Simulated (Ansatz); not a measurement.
Data:

```
CELL_PARAMETERS angstrom
      0.00000     2.26010     2.26010
      2.26010     0.00000     2.26010
      2.26010     2.26010     0.00000
ATOMIC_POSITIONS crystal
  B  0.00000 0.00000 0.00000
  P  0.25000 0.25000 0.25000
```

Level of theory: HSE06, rigid bands (plane waves, PAW, scalar-relativistic; Ansatz, a first-principles code). How the cell was made: cell and atoms relaxed with PBEsol.

**Question.** What conductivity effective mass do dilute holes have at 300 K?

**Answer.** 0.37 mₑ.

**Question.** Predict the electron conductivity mass (n e² τ/σ) at 300 K, by direction if it differs.

**Answer.** 0.32 mₑ.

**Question.** And the band gap?

**Answer.** 1.95 eV at this level.

Rigid bands, one relaxation time for all states, no polarons. Spin-orbit coupling is left out; where it splits the top of the valence band it changes the hole mass and lowers the gap by about a third of the splitting. Geometry: cell and atoms relaxed with PBEsol.
